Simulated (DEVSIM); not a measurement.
Device: abrupt Si n-p junction, at 500 K.

| layer (left to right) | material | thickness (μm) | Nd (cm⁻³) | Na (cm⁻³) | τn (s) | τp (s) |
|---|---|---|---|---|---|---|
| 1 | Si | 6.20 | 1.9e15 | - | 0.00012 | 0.00012 |
| 2 | Si | 1.60 | - | 5.7e15 | 0.00012 | 0.00012 |

Left contact: ohmic. Right contact: ohmic. Voltage is applied to the left contact. Recombination: SRH at mid-gap, Auger. Mobility is μmin + (μ − μmin)/(1 + (N/Nref)^α).

This is a model device: material constants are rounded textbook-type values typed into the input, and sizes, dopings and lifetimes were drawn at random. Values at 300 K; Nc and Nv go as T^1.5, mobilities as T to minus their exponent, the gap by Varshni's rule with the affinity fixed.

```tsv
parameter	Si
gap (eV)	1.124
affinity (eV)	4.05
permittivity	11.7
Nc (cm⁻³)	2.86e19
Nv (cm⁻³)	3.1e19
μn (cm²/Vs)	1417
μp (cm²/Vs)	470
μn,min	52
μp,min	45
Nref,n	9.7e16
Nref,p	2.2e17
αn	0.68
αp	0.72
T exponent of μn	2.3
T exponent of μp	2.2
Cn (cm⁶/s)	2.8e-31
Cp (cm⁶/s)	9.9e-32
Varshni α (eV/K)	0.000473
Varshni β (K)	636
```

Simulated with DEVSIM: 1D drift-diffusion, Boltzmann statistics, complete ionisation; no tunnelling, impact ionisation, image-force lowering or self-heating.

Problem. Tabulate band edges, carrier densities and field at -0.9 V on the left contact.

Solution. Energies count from the Fermi level of the right contact; mesh points crowd at the junctions.

```
x (μm)   Ec (eV)  Ev (eV)  n (cm⁻³)  p (cm⁻³)  field (V/cm)
-------  -------  -------  --------  --------  ------------
0.000      1.347    0.281    1.9e15    3.9e13         -3800
0.02596    1.337    0.271    2.0e15    3.4e14         -3800
0.08407    1.315    0.250    2.3e15    8.2e14         -3500
0.2003     1.279    0.213    3.0e15    1.4e15         -2800
0.5690     1.202    0.137    4.5e15    2.7e15         -1600
1.206      1.118    0.053    6.2e15    4.4e15         -1100
2.631      0.991   -0.074    8.8e15    6.9e15          -750
4.777      0.854   -0.211    1.1e16    9.5e15          -560
5.526      0.814   -0.252    1.2e16    1.0e16          -520
5.901      0.795   -0.271    1.3e16    1.1e16          -500
6.068      0.786   -0.279    1.3e16    1.1e16          -450
6.165      0.784   -0.281    1.2e16    1.1e16           240
6.196      0.786   -0.279    1.1e16    1.2e16          1300
6.218      0.789   -0.277    1.0e16    1.4e16           670
6.287      0.789   -0.277    9.1e15    1.4e16          -360
6.402      0.783   -0.282    8.5e15    1.4e16          -530
6.657      0.769   -0.297    7.5e15    1.3e16          -590
7.121      0.738   -0.328    5.3e15    1.1e16          -760
7.552      0.698   -0.367    2.5e15    8.1e15         -1200
7.691      0.680   -0.386    1.3e15    6.8e15         -1500
7.762      0.668   -0.397    5.3e14    6.1e15         -1700
7.800      0.662   -0.404    1.3e13    5.7e15         -1700
```
